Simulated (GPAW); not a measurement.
Band structure of Ga3P (I4/mmm, 4 atoms in the cell).

```
CELL_PARAMETERS angstrom
     -1.88304     1.88304     5.19306
      1.88304    -1.88304     5.19306
      1.88304     1.88304    -5.19306
ATOMIC_POSITIONS crystal
  Ga 0.75000 0.25000 0.50000
  Ga 0.25000 0.75000 0.50000
  Ga 0.50000 0.50000 0.00000
  P  0.00000 0.00000 0.00000
```

Method of the run: PBEsol, GPAW PAW datasets PBEsol (made by gpaw-setup) (plane waves; GPAW).

Settings: mode = pw; ecut = 600 eV; xc = PBEsol; kpts = 8 8 8; mesh shift (steps) = 0 0 0; occupations.name = fermi-dirac; occupations.width = 0.1 eV; nbands = -8; symmetry.symmorphic = false; symmetry.tolerance = 0.0005; maxiter = 120; bandpath_npoints = 40.

The starting cell comes from a database of computed structures (which also holds hypothetical and non-ambient phases and stackings), without a prior relaxation at this level. The run gives no clean gap (levels at the Fermi energy touch, overlap or are partly filled at this smearing), which alone does not show that the compound is a metal.

Levels in eV from the Fermi level, bands 4 to 11:
```tsv
point	4	5	6	7	8	9	10	11
Γ	-2.07	-1.89	-1.89	0.25	0.25	0.74	1.93	2.64
X	-5.09	-4.74	-4.24	-2.13	-1.71	-0.47	0.96	4.25
Y	-5.84	-4.14	-2.98	-2.05	-1.59	-0.38	1.05	3.99
S	-4.28	-1.75	-0.76	1.18	1.73	2.21	2.81	3.63
Z	-2.41	-2.41	-0.27	0.14	1.33	1.59	1.59	4.13
S1	-4.28	-1.75	-0.76	1.18	1.73	2.21	2.81	3.63
N	-5.87	-0.97	-0.52	-0.20	1.91	2.31	2.43	3.88
P	-5.63	-3.37	-3.37	-3.30	-3.21	0.88	2.73	2.73
Y1	-5.84	-4.14	-2.98	-2.05	-1.59	-0.38	1.05	3.99
```

Bands cross the Fermi level along this path, so the cell is metallic at this level.
